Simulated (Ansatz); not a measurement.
The reference is CdS in the zinc blende structure (space group F-43m, No. 216; a = 5.878 Å). Axes: x, y, z lie along the cube axes.

Method: r2SCAN (Ansatz, a quantum-chemistry and plane-wave program; PAW; 500 eV plane waves; scalar-relativistic without spin-orbit coupling).

It is then changed as follows: uniaxial strain ε_zz = −0.50 %, all other strain components held at zero, atoms relaxed at fixed cell.

Task: Predict the stress tensor and what it implies for the stiffness.

Result: Stress of the strained cell less that of the base (GPa, compression positive):
```
   0.28    0.00    0.00
   0.00    0.28    0.00
   0.00    0.00    0.37
```

Then −Δσ_ii/ε with ε = -0.0050 gives relaxed-ion elastic constants: C33 ≈ 73 GPa, C13 ≈ 55 GPa and C23 ≈ 55 GPa.

No phonon test of stability was made.
